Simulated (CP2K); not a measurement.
Worked example: self-consistent single point of VAu (R-3m, 2 atoms in the cell) in CP2K.

Computed with CP2K with PBEsol, GPW, DZVP-MOLOPT-SR-GTH basis, GTH-PBE potentials (GTH_POTENTIALS).

```
VAu
1.0
    4.89024     0.00000     0.00000
    4.07669     2.70093     0.00000
    4.07669     1.22794     2.40566
V Au
1 1
Direct
  0.50000   0.50000   0.50000
  0.00000   0.00000   0.00000
```

Reference input (self-consistent single point, DFT PBEsol, GPW, DZVP-MOLOPT-SR-GTH basis, GTH-PBE potentials (GTH_POTENTIALS)): CUTOFF = 600 Ry; REL_CUTOFF = 50 Ry; SMEAR/METHOD = FERMI_DIRAC; ELECTRONIC_TEMPERATURE = 580.23 K; KPOINTS/SCHEME = MONKHORST-PACK 7 7 7; XC_FUNCTIONAL = PBE:PBESOL; V/BASIS_SET = DZVP-MOLOPT-SR-GTH-q13; V/POTENTIAL = GTH-PBE-q13; Au/BASIS_SET = DZVP-MOLOPT-SR-GTH-q11; Au/POTENTIAL = GTH-PBE-q11; METHOD = GPW; EPS_DEFAULT = 1e-10. This run's input differs from it in these lines:

```diff
@@ -39,3 +39,3 @@
     &KPOINTS
-      SCHEME MONKHORST-PACK 7 7 7
+      SCHEME MONKHORST-PACK 9 9 9
     &END KPOINTS
```

Log, with long lists cut:

```
 SCF WAVEFUNCTION OPTIMIZATION

  Step     Update method      Time    Convergence         Total energy    Change
     1 NoMix/Diag. 0.30E+00      -     1.35546514      -104.9200821700 -1.05E+02
     2 Broy./Diag. 0.30E+00      -     0.62083080      -105.5559645779 -6.36E-01
     3 Broy./Diag. 0.30E+00      -     0.30302267      -107.7080422204 -2.15E+00
     4 Broy./Diag. 0.30E+00      -     0.12951524      -105.5488932765  2.16E+00
     5 Broy./Diag. 0.30E+00      -     0.06863750      -104.3473748511  1.20E+00
     6 Broy./Diag. 0.30E+00      -     0.02450174      -104.7703482965 -4.23E-01
   [... 4 lines left out ...]
    11 Broy./Diag. 0.30E+00      -     0.00008929      -104.6418868126 -2.65E-04
    12 Broy./Diag. 0.30E+00      -     0.00003603      -104.6413520087  5.35E-04
    13 Broy./Diag. 0.30E+00      -     0.00000149      -104.6411399839  2.12E-04
    14 Broy./Diag. 0.30E+00      -     0.00000088      -104.6411287453  1.12E-05
  *** SCF run converged in    14 steps ***

  Overlap energy of the core charge distribution:               0.00000001140575
  Self energy of the core charge distribution:               -184.98405814469206
  Core Hamiltonian energy:                                     51.42096081605981
  Hartree energy:                                              42.59033610499690
  Exchange-correlation energy:                                -13.66745060144320
  Electronic entropic energy:                                  -0.00091693269543
  Fermi energy:                                                 0.42100694738139

  Total energy:                                              -104.64112874533114
  Total energy (extrapolated to T->0):                       -104.64067027898344

   [... lines left out ...]

 STRESS| Analytical stress tensor [bar]
 STRESS|                        x                   y                   z
 STRESS|      x       -3.37441010929E+04   4.02037589022E+03   2.46177317113E+03
 STRESS|      y        4.02037589022E+03  -4.58801764526E+04   7.41301106880E+02
 STRESS|      z        2.46177317113E+03   7.41301106880E+02  -4.66372319101E+04
 STRESS| 1/3 Trace                                            -4.20871698185E+04
```

The run converged in 14 iterations. Against the reference run the free energy rises by 6.3 meV/atom and the pressure stays near -4.21 GPa while the xx stress (positive for compression) goes from -2.75 to -3.37 GPa.

The starting cell comes from a database of computed structures (which also holds hypothetical and non-ambient phases and stackings), without a prior relaxation at this level. Spin polarisation is off. Values carry the incompleteness of an atom-centred basis. The potentials were made for another functional than the one used. With a pressure of about -4 GPa the cell is away from its equilibrium volume at this level.

Cost on one core of a shared machine: roughly 4 min.
